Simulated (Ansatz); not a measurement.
Electronic density of states of amorphous Ga24O37K2, density 4.63 g/cm³, on a 2×2×2 Γ-centred mesh with a Gaussian width of 0.1 eV; energies count from the Fermi level, whose place inside the gap is arbitrary. Cell and mesh are small, so fine structure isn't converged. The numbers are results of PBE, scalar-relativistic without spin-orbit coupling (plane waves to 420 eV, PAW; Ansatz, a quantum-chemistry and plane-wave program), not measurements. Sampling: a 2×2×2 Γ-centred mesh; Fermi-Dirac width 0.02 eV; no spin polarisation. At PBE the levels at the filled edge of the gap are localised (band-tail or defect states), and the nearest spread-out levels lie 2.1 eV apart at the zone centre.

The cell was made by melting and quenching with the CHGNet potential and then relaxed with DFT. O atoms were pushed apart under 1.9 Å during the dynamics, to hinder bonds among them. The hot cell started wider than the set density and was brought back towards it in steps. It is the lowest in DFT energy of 2 quenches. It is a model cell: composition and starting density were chosen by hand, and all elements were melted together. No dispersion term was used. Its density started from a set value of 4.79 and ended at 4.63 g/cm³. The simulated quench (nominally 330 K/ps over its main leg) is rapid and tends to freeze in more defects than a deposited or slowly cooled glass has. One small periodic cell is one sample of the glass; other quenches scatter about these values. Volume and shape were free in the relaxation.

```
E - EF (eV)  states/(eV atom)
-----------  ----------------
-12.00                   0.01
-11.90                   0.00
-11.80                   0.00
-11.70                   0.00
-11.60                   0.00
-11.50                   0.06
-11.40                   0.27
-11.30                   0.40
-11.20                   0.19
-11.10                   0.02
-11.00                   0.00
-10.90                   0.00
-10.80                   0.00
-10.70                   0.00
-10.60                   0.00
-10.50                   0.00
-10.40                   0.00
-10.30                   0.00
-10.20                   0.00
-10.10                   0.00
-10.00                   0.00
-9.90                    0.00
-9.80                    0.00
-9.70                    0.00
-9.60                    0.00
-9.50                    0.00
-9.40                    0.00
-9.30                    0.00
-9.20                    0.00
-9.10                    0.00
-9.00                    0.00
-8.90                    0.00
-8.80                    0.00
-8.70                    0.00
-8.60                    0.00
-8.50                    0.00
-8.40                    0.00
-8.30                    0.00
-8.20                    0.00
-8.10                    0.00
-8.00                    0.00
-7.90                    0.02
-7.80                    0.08
-7.70                    0.18
-7.60                    0.25
-7.50                    0.29
-7.40                    0.37
-7.30                    0.39
-7.20                    0.37
-7.10                    0.35
-7.00                    0.29
-6.90                    0.29
-6.80                    0.30
-6.70                    0.34
-6.60                    0.32
-6.50                    0.27
-6.40                    0.27
-6.30                    0.32
-6.20                    0.34
-6.10                    0.25
-6.00                    0.19
-5.90                    0.21
-5.80                    0.22
-5.70                    0.26
-5.60                    0.28
-5.50                    0.32
-5.40                    0.34
-5.30                    0.35
-5.20                    0.40
-5.10                    0.45
-5.00                    0.46
-4.90                    0.46
-4.80                    0.43
-4.70                    0.45
-4.60                    0.48
-4.50                    0.45
-4.40                    0.49
-4.30                    0.55
-4.20                    0.59
-4.10                    0.58
-4.00                    0.51
-3.90                    0.54
-3.80                    0.60
-3.70                    0.65
-3.60                    0.64
-3.50                    0.55
-3.40                    0.58
-3.30                    0.64
-3.20                    0.66
-3.10                    0.65
-3.00                    0.64
-2.90                    0.63
-2.80                    0.66
-2.70                    0.70
-2.60                    0.70
-2.50                    0.74
-2.40                    0.78
-2.30                    0.81
-2.20                    0.80
-2.10                    0.81
-2.00                    0.85
-1.90                    0.80
-1.80                    0.85
-1.70                    1.01
-1.60                    0.98
-1.50                    0.88
-1.40                    0.84
-1.30                    0.80
-1.20                    0.64
-1.10                    0.48
-1.00                    0.27
-0.90                    0.17
-0.80                    0.14
-0.70                    0.03
-0.60                    0.00
-0.50                    0.00
-0.40                    0.00
-0.30                    0.00
-0.20                    0.00
-0.10                    0.00
0.00                     0.00
0.10                     0.00
0.20                     0.00
0.30                     0.00
0.40                     0.00
0.50                     0.00
0.60                     0.00
0.70                     0.01
0.80                     0.02
0.90                     0.01
1.00                     0.00
1.10                     0.00
1.20                     0.00
1.30                     0.00
1.40                     0.00
1.50                     0.00
1.60                     0.02
1.70                     0.05
1.80                     0.06
1.90                     0.04
2.00                     0.04
2.10                     0.05
2.20                     0.07
2.30                     0.08
2.40                     0.06
2.50                     0.05
2.60                     0.08
2.70                     0.09
2.80                     0.06
2.90                     0.07
3.00                     0.09
3.10                     0.06
3.20                     0.07
3.30                     0.10
3.40                     0.10
3.50                     0.15
3.60                     0.16
3.70                     0.14
3.80                     0.18
3.90                     0.23
4.00                     0.22
4.10                     0.19
4.20                     0.21
4.30                     0.22
4.40                     0.23
4.50                     0.26
4.60                     0.30
4.70                     0.31
4.80                     0.25
4.90                     0.26
5.00                     0.33
5.10                     0.31
5.20                     0.31
5.30                     0.32
5.40                     0.28
5.50                     0.33
5.60                     0.35
5.70                     0.30
5.80                     0.30
5.90                     0.33
6.00                     0.37
6.10                     0.36
6.20                     0.30
6.30                     0.29
6.40                     0.31
6.50                     0.31
6.60                     0.36
6.70                     0.34
6.80                     0.39
6.90                     0.37
7.00                     0.33
7.10                     0.30
7.20                     0.34
7.30                     0.38
7.40                     0.39
7.50                     0.41
```

The level gap on this mesh is 1.61 eV; the broadening fills part of it in the curve.
